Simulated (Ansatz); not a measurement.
## SnO$_{2}$ under load (space group P4_2/mnm): band-edge transport data

Input:

```
SnO2
1.0
    4.84115     0.00000     0.00000
    0.00000     4.84115     0.00000
    0.00000     0.00000     3.22971
Sn O
2 4
Direct
  0.00000   0.00000   0.00000
  0.50000   0.50000   0.50000
  0.30708   0.30708   0.00000
  0.69292   0.69292   0.00000
  0.80708   0.19292   0.50000
  0.19292   0.80708   0.50000
```

Level of theory: r2SCAN, rigid bands (plane waves, PAW, scalar-relativistic; Ansatz, an electronic-structure program). Condition of this run: hydrostatic pressure of -6 GPa (compression positive) (the target of the relaxation). Geometry: cell and atoms relaxed with PBEsol, then loaded as said.

* **band gap**: 1.32 eV
* **electron conductivity mass (300 K, dilute)**: 0.22 (x), 0.22 (y), 0.183 (z) mₑ
* **hole conductivity mass (300 K, dilute)**: 1.50 (x), 1.50 (y), 2.1 (z) mₑ
* **effective density of states N_c (300 K)**: 2.1e18 cm⁻³
* **effective density of states N_v (300 K)**: 5.2e19 cm⁻³
* **density-of-states mass, electrons**: 0.188 mₑ
* **density-of-states mass, holes**: 1.62 mₑ
* **Seebeck coefficient, n-type 1e19 cm⁻³, 300 K**: -117 μV/K
* **best n-type power factor at 300 K for τ = 10 fs (best axis; densities from 1e16 to 1e21 cm⁻³ tried, whether or not they can be reached)**: 2.0 μW/(cm·K²) at 1e19 cm⁻³
* **Seebeck coefficient, p-type 1e19 cm⁻³, 300 K**: 355 μV/K
* **best p-type power factor at 300 K for τ = 10 fs (best axis; densities from 1e16 to 1e21 cm⁻³ tried, whether or not they can be reached)**: 5.3 μW/(cm·K²) at 1e20 cm⁻³

Rigid bands; masses and Seebeck coefficients take one relaxation time τ for all states and one kind of carrier; polarons and phonon drag are left out. Spin-orbit coupling is left out; where it splits the top of the valence band, N_v and the p-type Seebeck coefficient come out somewhat high without it. Geometry: cell and atoms relaxed with PBEsol.
